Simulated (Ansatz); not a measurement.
## Hypothetical rock salt BeS, pressure series

The reference is BeS in the rock salt structure (space group Fm-3m, No. 225; a = 4.629 Å; a hypothetical phase, not in the database extracts checked).

Cell and atoms are relaxed at each pressure.

Level of theory: PBE/PAW in Ansatz (a quantum-chemistry and plane-wave program), no SOC.

Candidates:
(a) pressure 7.5 GPa
(b) pressure 10 GPa
(c) pressure 1.5 GPa
(d) pressure 0.7 GPa

Before the change:

The smallest direct gap is 4.16 eV.

Task: Order them by smallest direct gap, highest first.

Result: (a) pressure 7.5 GPa (4.36 eV), (b) pressure 10 GPa (4.34 eV), (c) pressure 1.5 GPa (4.22 eV), (d) pressure 0.7 GPa (4.19 eV)

Load acts through the strain it causes; cell and atoms are relaxed under it. No phonon test of stability was made. Competing high-pressure phases were not computed.
